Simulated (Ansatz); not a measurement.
**What tensor shear ε_xz = +0.40 % does to LiNbO3**

Consider LiNbO3 (space group R3c, No. 161).

```yaml
crystal:
  lattice:
    - [2.53373, 1.46285, 4.56243]
    - [-2.53373, 1.46285, 4.56243]
    - [0.00000, -2.92570, 4.56243]
  atoms:
    - { symbol: Li, position: [0.28114, 0.28114, 0.28114] }
    - { symbol: Li, position: [0.78114, 0.78114, 0.78114] }
    - { symbol: Nb, position: [0.99752, 0.99752, 0.99752] }
    - { symbol: Nb, position: [0.49752, 0.49752, 0.49752] }
    - { symbol: O, position: [0.10552, 0.36572, 0.71719] }
    - { symbol: O, position: [0.71719, 0.10552, 0.36572] }
    - { symbol: O, position: [0.36572, 0.71719, 0.10552] }
    - { symbol: O, position: [0.21719, 0.86572, 0.60552] }
    - { symbol: O, position: [0.86572, 0.60552, 0.21719] }
    - { symbol: O, position: [0.60552, 0.21719, 0.86572] }
```

Cartesian axes are those of the cell as printed.

Now apply this change: a pure shear with ε_xz = ε_zx = 0.0040, atoms relaxed at fixed cell.

Calculations: LDA, PAW, 420 eV (Ansatz, a first-principles code; no spin-orbit coupling). Γ-centred 8×8×8 mesh, Fermi–Dirac width 0.05 eV.

The space group changes from R3c (No. 161) to P1 (No. 1) and the shortest interatomic distance drops by 0.4 pm (188.0 pm → 187.6 pm). The energy hardly moves and the pressure (mean of the normal stresses, compression positive) remains 0.00 GPa. The band gap falls by 0.02 eV (3.50 eV → 3.48 eV) (an upper bound: an edge found on the path is not a true extremum; both cells) and the stress (xx, yy, zz, yz, xz, xy; compression positive) is (0.01, 0.00, 0.01, -0.01, -0.58, -0.03) GPa.

The cells carry an imposed strain or load. Whether these cells are dynamically stable was not tested.
